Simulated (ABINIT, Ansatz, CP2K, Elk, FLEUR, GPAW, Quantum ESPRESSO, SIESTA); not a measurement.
**One structure in several programs: InSe (C2/m, 4 atoms in the cell)**

Self-consistent single point, at a second geometry (lattice scaled by 0.98). First geometry:

```yaml
crystal:
  lattice:
    - [5.82639, -2.05465, 0.00000]
    - [5.82639, 2.05465, 0.00000]
    - [-1.72323, 0.00000, 4.77135]
  atoms:
    - { symbol: In, position: [0.11180, 0.11180, 0.95316] }
    - { symbol: In, position: [0.88820, 0.88820, 0.04684] }
    - { symbol: Se, position: [0.33907, 0.33907, 0.33104] }
    - { symbol: Se, position: [0.66093, 0.66093, 0.66896] }
```

Shared settings, as Ansatz (an electronic-structure program) writes them: kpoints.mp_grid.grid = 5 5 4; scf.occupations.method = fixed. Potentials and cutoffs stand in the table.

```csv
code,model,ΔF from the first geometry (meV/atom),pressure (GPa),largest force (eV/Å),gap on the mesh (eV),cutoff
SIESTA,"GGA PBEsol, numerical atomic orbitals DZP, PseudoDojo PBEsol standard norm-conserving potentials (rewritten from UPF to PSML)",18.3,3.51,1.000,1.282,grid 300 Ry
GPAW,"PBEsol, GPAW PAW datasets PBEsol (made by gpaw-setup)",2.5,1.84,0.528,1.141,550 eV
FLEUR,"PBEsol, all-electron FLAPW (FLEUR), scalar-relativistic valence",9.3,–,0.635,1.190,Kmax 4.2 1/bohr
Elk,"PBEsol, all-electron FP-LAPW, Elk's shipped species files, APW+lo basis with extra local orbitals",6.3,–,–,1.134,rgkmax 7.5
ABINIT,"PBEsol, norm-conserving pseudopotentials (PseudoDojo nc-sr-04 PBEsol standard)",6.0,2.36,0.596,1.133,43 Ha
Quantum ESPRESSO,"PBEsol, GBRV 1.5 ultrasoft (PBESOL) pseudopotentials",4.1,1.58,0.563,1.130,40 Ry
CP2K,"PBEsol, GPW, DZVP-MOLOPT-SR-GTH basis, GTH-PBE potentials (GTH_POTENTIALS)",16.1,3.46,0.769,1.098,grid 500 Ry
Ansatz,"PBEsol, PAW files made with PBE",4.6,2.21,0.570,1.142,30.9 Ry
```

For Quantum ESPRESSO (by 0.6 GPa) the energy change implies a higher mean pressure, against the two pressures, than for the other programs: a sign of finite-basis (Pulay) stress.

Size of the force on each atom (eV/Å): Sizes of forces hide their directions.

```
code                In1    In2    Se3    Se4
----------------  -----  -----  -----  -----
SIESTA            0.817  0.817  1.000  1.000
GPAW              0.281  0.281  0.528  0.528
FLEUR             0.352  0.352  0.635  0.635
ABINIT            0.277  0.277  0.596  0.596
Quantum ESPRESSO  0.270  0.270  0.563  0.563
CP2K              0.397  0.397  0.769  0.769
Ansatz            0.259  0.259  0.570  0.570
```

A dash marks a value that a program does not give, or that is left out as unsure.

Gaps are read on the mesh.

The spread over the programs that give each value: ΔF from the first geometry within 15.8 meV/atom; pressure within 1.93 GPa; largest force within 0.472 eV/Å; gap on the mesh within 0.184 eV.

SIESTA and CP2K use small atom-centred bases, whose incompleteness enters pressures, forces and empty levels differently from a plane-wave cutoff. FLEUR and Elk treat all electrons, but the usual bases taken here (sphere radii, linearisation, local orbitals, empty states) were not tested for convergence, so the values are no reference for the others. Ansatz's pressure is given at a fixed set of plane waves, as the other plane-wave codes print theirs. In the pressure, SIESTA (by 1.49) and CP2K (by 1.44) lie more than 1 GPa from the median of the plane-wave programs. In the gap, SIESTA (by 0.144) lies more than 0.12 eV from the median of the plane-wave programs. In the force vectors, SIESTA (by 0.545) and CP2K (by 0.203) lie more than 0.08 eV/Å from the median of the plane-wave programs.

The starting cell comes from a database of computed structures (which also holds hypothetical and non-ambient phases and stackings), without a prior relaxation at this level. For this run, on top of that: lattice scaled by 0.98.

Keys are those of Ansatz 0.2.
